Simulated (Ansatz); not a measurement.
The starting structures come from a database of crystals and need not be the phases stable at ambient conditions.

 Where the default PAW files enter, the runs use the earlier of Ansatz's two default sets.

Tunnelling through a barrier is set by its complex band structure: the current falls as exp(−2κd) with the smallest κ.

Given:

```
CELL_PARAMETERS angstrom
      6.20039     0.00000     0.00000
     -3.10020     5.36970     0.00000
      3.10020     1.78990     4.98337
ATOMIC_POSITIONS crystal
  Ba 0.50465 0.25233 0.24302
  Ba 0.49535 0.74767 0.75698
  La 0.00000 0.00000 0.00000
  Ta 0.00000 0.50000 0.50000
  O  0.06238 0.78559 0.26673
  O  0.93762 0.21441 0.73327
  O  0.94768 0.27679 0.26673
  O  0.05232 0.72321 0.73327
  O  0.45648 0.67089 0.26673
  O  0.54352 0.32911 0.73327
```

Space group of this cell: R-3. The cell is taken as given; by r2SCAN its mean pressure is -3.5 GPa.

Transport runs along the normal of the first two printed cell vectors, the (001) plane of the conventional cell.

The gap is the functional's own. No spin-orbit coupling. Mid-gap values are interpolated on the energy grid.

Task: Compute, with r2SCAN (Ansatz, an electronic-structure program), the band gap and the smallest decay constant κ at mid-gap.

Result: Gap 4.14 eV on a 8×8×8 mesh; κ = 0.401 1/Å, at the zone centre.
